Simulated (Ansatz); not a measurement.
## Tl₄HgI₆ (P4/mnc, No. 128)

The numbers are results of PBEsol (Ansatz, a first-principles code, PAW), not measurements.

Settings: plane-wave cutoff 520 eV, 4×4×4 k mesh, Fermi–Dirac smearing 0.01 eV, scalar-relativistic PAW data made under PBE.

Cell (measured lattice):

Space group P4/mnc (No. 128); a = 9.4460 Å, b = 9.4460 Å, c = 9.2600 Å, α = 90.00°, β = 90.00°, γ = 90.00°

| atom | site | symmetry | x | y | z |
|---|---|---|---|---|---|
| Tl | 8g | ..2 | 0.1464 | 0.3536 | 0.2500 |
| I | 4e | 4.. | 0.0000 | 0.0000 | 0.2848 |
| Hg | 2a | 4/m.. | 0.0000 | 0.0000 | 0.0000 |
| I | 8h | m.. | 0.3306 | 0.1456 | 0.0000 |

```
Item        Value
--------  -------
band gap  1.24 eV
```

Note: cell and atoms aren't relaxed at this level (largest force component 0.28 eV/Å, pressure -0.8 GPa).

Spin–orbit coupling is not included; with these elements it can move the gap by several tenths of an eV or more.

Computed values are for the static lattice.
